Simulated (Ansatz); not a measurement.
Effect of isotropic strain +3.00 % on AlRu

Consider AlRu in the CsCl type structure (space group Pm-3m, No. 221; a = 2.977 Å; relaxed with 0.1 eV smearing).

Modification: an isotropic linear strain of +3.00 %; the atoms relax in the strained cell.

Method: PBEsol (Ansatz, a program for electronic structure, PAW, scalar-relativistic without spin-orbit coupling). k-mesh 19×19×19 (Γ-centred); smearing 0.1 eV (Fermi–Dirac).

```tsv
quantity	base	changed	shift
shortest interatomic distance	2.578 Å	2.656 Å	+0.0773 Å
energy relative to the base (free energy F)	0 meV/atom	+66 meV/atom	+66 meV/atom
pressure	0.0 GPa	-15.9 GPa	-15.9 GPa
band gap	zero	zero	–
```

Final structure:

```
AlRu
1.0
    3.06634     0.00000     0.00000
    0.00000     3.06634     0.00000
    0.00000     0.00000     3.06634
Al Ru
1 1
Cartesian
  1.53317   1.53317   1.53317
  0.00000   0.00000   0.00000
```

Cost of the whole job for the changed cell (relaxation, final SCF and bands): roughly 8 core-seconds.

Whether these cells are dynamically stable was not tested. All final runs are without spin polarisation.
